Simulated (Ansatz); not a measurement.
Lattice constant a of ScSi (model structure, started from the CsCl type, Pm-3m, No. 221, 2 atoms in the cell) at several levels of theory

No measured value is used here.

```
level (code)     value (Å)
---------------  ---------
LDA (Ansatz)             …
PBE (Ansatz)         3.320
PBEsol (Ansatz)      3.281
r²SCAN (Ansatz)      3.320
```

### Question
Complete the blanks.

### Answer

- LDA (Ansatz, a program for electronic structure), value (Å): 3.248

The crystal itself was run without spin with LDA, PBE, PBEsol, r²SCAN; a magnetic state was not tried in these runs. Cutoffs differ between the levels. Ansatz's density-functional and Hartree–Fock values are scalar-relativistic unless marked +SOC, with PAW data made under PBE.

A model structure was made by putting elements into a prototype or built by hand; it is no filed structure, need not be a known phase, and can be a saddle point held by its symmetry.
